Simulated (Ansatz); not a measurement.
## Fermi-surface data of Zr (P6_3/mmc)

Data:

```xyz
2
Lattice="3.1657 0.0000 0.0000 -1.5829 2.7416 0.0000 0.0000 0.0000 5.0793" Properties=species:S:1:pos:R:3 pbc="T T T"
Zr     0.0000     1.8277     1.2698
Zr     1.5829     0.9139     3.8095
```

Method: PBEsol, rigid bands (plane waves, PAW, scalar-relativistic; Ansatz, a program for electronic structure). Condition of this run: hydrostatic pressure 2 GPa (the target of the relaxation). Geometry: cell and atoms relaxed with PBEsol, then loaded as said.

| Property | Value |
|---|---|
| density of states at the Fermi level | 2.01 states/(eV·cell), both spins |
| bare Sommerfeld coefficient | 2.4 mJ/(mol of atoms·K²) |
| Drude plasma energy | 4.1 (x), 4.1 (y), 4.6 (z) eV |
| root-mean-square Fermi velocity | 3.9e5 m/s |
| resistivity times τ | 29 (x), 29 (y), 23 (z) ×10⁻²² Ω·m·s |

A metal at this level (no band gap); rigid bands, thermally averaged at 300 K, both spins. Spin-orbit coupling is left out. τ is one relaxation time for all states.
